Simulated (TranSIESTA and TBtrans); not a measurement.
Junction: Au point contact of 1 atom in a row between two rods. Leads: fcc Au rod along [100], layers of 5 and 4 atoms, a = 4.16 Å. Geometry: as built, not relaxed. Transport runs along z; the first 18 and the last 18 of the 68 atoms are the lead cells, repeated to infinity.

```xyz
68
Lattice="14.383 0.000 0.000 0.000 14.383 0.000 0.000 0.000 33.280" Properties=species:S:1:pos:R:3 pbc="F F T"
Au     7.192     7.192     0.000
Au    10.133     7.192     0.000
Au     7.192    10.133     0.000
Au     4.250     7.192     0.000
Au     7.192     4.250     0.000
Au     8.662     8.662     2.080
Au     5.721     8.662     2.080
Au     8.662     5.721     2.080
Au     5.721     5.721     2.080
Au     7.192     7.192     4.160
Au    10.133     7.192     4.160
Au     7.192    10.133     4.160
Au     4.250     7.192     4.160
Au     7.192     4.250     4.160
Au     8.662     8.662     6.240
Au     5.721     8.662     6.240
Au     8.662     5.721     6.240
Au     5.721     5.721     6.240
Au     7.192     7.192     8.320
Au    10.133     7.192     8.320
Au     7.192    10.133     8.320
Au     4.250     7.192     8.320
Au     7.192     4.250     8.320
Au     8.662     8.662    10.400
Au     5.721     8.662    10.400
Au     8.662     5.721    10.400
Au     5.721     5.721    10.400
Au     7.192     7.192    12.480
Au    10.133     7.192    12.480
Au     7.192    10.133    12.480
Au     4.250     7.192    12.480
Au     7.192     4.250    12.480
Au     8.662     8.662    14.560
Au     5.721     8.662    14.560
Au     8.662     5.721    14.560
Au     5.721     5.721    14.560
Au     7.192     7.192    16.640
Au     8.662     8.662    18.720
Au     5.721     8.662    18.720
Au     8.662     5.721    18.720
Au     5.721     5.721    18.720
Au     7.192     7.192    20.800
Au    10.133     7.192    20.800
Au     7.192    10.133    20.800
Au     4.250     7.192    20.800
Au     7.192     4.250    20.800
Au     8.662     8.662    22.880
Au     5.721     8.662    22.880
Au     8.662     5.721    22.880
Au     5.721     5.721    22.880
Au     7.192     7.192    24.960
Au    10.133     7.192    24.960
Au     7.192    10.133    24.960
Au     4.250     7.192    24.960
Au     7.192     4.250    24.960
Au     8.662     8.662    27.040
Au     5.721     8.662    27.040
Au     8.662     5.721    27.040
Au     5.721     5.721    27.040
Au     7.192     7.192    29.120
Au    10.133     7.192    29.120
Au     7.192    10.133    29.120
Au     4.250     7.192    29.120
Au     7.192     4.250    29.120
Au     8.662     8.662    31.200
Au     5.721     8.662    31.200
Au     8.662     5.721    31.200
Au     5.721     5.721    31.200
```

Run with TranSIESTA and TBtrans (open boundaries, self-consistent; PseudoDojo norm-conserving potentials, scalar-relativistic): PAO.BasisSize SZP, PAO.EnergyShift 0.15 eV, XC.Authors PBE, Mesh.Cutoff 150 Ry, ElectronicTemperature 300 K, TS.Voltage 0.0 eV, TBT.Elecs.Eta 0.001 eV, no spin polarisation.

Energies count from the leads' Fermi level. Transmissions are for one spin of a degenerate pair. The energy step is 0.02 eV; narrower resonances are cut or missed.

```tsv
E (eV)	T
-0.20	2.95
-0.16	2.88
-0.12	2.81
-0.08	2.76
-0.04	2.72
0.00	2.69
0.04	2.67
0.08	2.66
0.12	2.65
0.16	2.65
0.20	2.65
```

### Question
Give the zero-bias conductance in μS and the resistance at 300 K.

### Answer
At the Fermi level T = 2.69. Averaged with −∂f/∂E over the full grid (kT = 25.9 meV) it is 2.70. With G0 = 2e²/h = 77.48 μS, G = 209 μS and R = 1/G = 4.78 kΩ.

### Question
The eigenchannels at the Fermi level transmit 0.971, 0.839, 0.839, 0.0424. What Fano factor of the shot noise follows at low temperature and bias?

### Answer
F = Σ τ(1 − τ)/Σ τ = 0.339/2.69 = 0.13.

### Question
Estimate the current at 0.2 V in linear response, and compare with the self-consistent run.

### Answer
I = G V = 209 μS × 0.2 V = 41.8 μA; the self-consistent run gives 42.0 μA, 1.00 of it. Linear response leaves out the change of T over the bias window and the shift of levels under bias.

Spin-orbit coupling, left out here, matters for the heavy atoms.
